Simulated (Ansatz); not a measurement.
Effect of strain tensor (xx, yy, zz, yz, xz, xy) = (−1.11, +1.04, +0.70, −0.33, +0.68, −0.01) % on TiAl

The parent structure is TiAl (space group P4/mmm, No. 123; a = 2.796 Å, c = 4.038 Å; relaxed with 0.1 eV smearing). Axes: x, y, z lie along a, b, c of the conventional cell.

The change: the symmetric strain tensor [-0.0111 -0.0001 0.0068; -0.0001 0.0104 -0.0033; 0.0068 -0.0033 0.0070], atoms relaxed at fixed cell.

Method: Ansatz (a program for electronic structure) PBEsol, no spin-orbit coupling, earlier PAW set. k-mesh 21×21×14 (Γ-centred); smearing 0.1 eV (Fermi–Dirac).

The volume per atom grows by 0.10 Å³, from 15.78 Å³ to 15.88 Å³ and the space group changes from P4/mmm (No. 123) to P-1 (No. 2). The shortest interatomic distance drops by 0.031 Å, from 2.796 Å to 2.765 Å and the energy rises by 3.3 meV/atom. The pressure (mean of the normal stresses, compression positive) goes from zero to -0.7 GPa and the band gap remains zero. The stress (xx, yy, zz, yz, xz, xy; compression positive) is (1.1, -2.0, -1.1, 0.8, -1.6, 0.0) GPa.

Final structure:

```yaml
crystal:
  lattice:
    - [2.76502, -0.00028, 0.01901]
    - [-0.00028, 2.82514, -0.00923]
    - [0.02746, -0.01332, 4.06603]
  atoms:
    - { symbol: Al, position: [0.50000, 0.50000, 0.50000] }
    - { symbol: Ti, position: [0.00000, 0.00000, 0.00000] }
```

Cost of the whole job for the changed cell (relaxation, final SCF and bands): very roughly 4 core-minutes.

No phonon test of stability was made. All final runs are without spin polarisation.
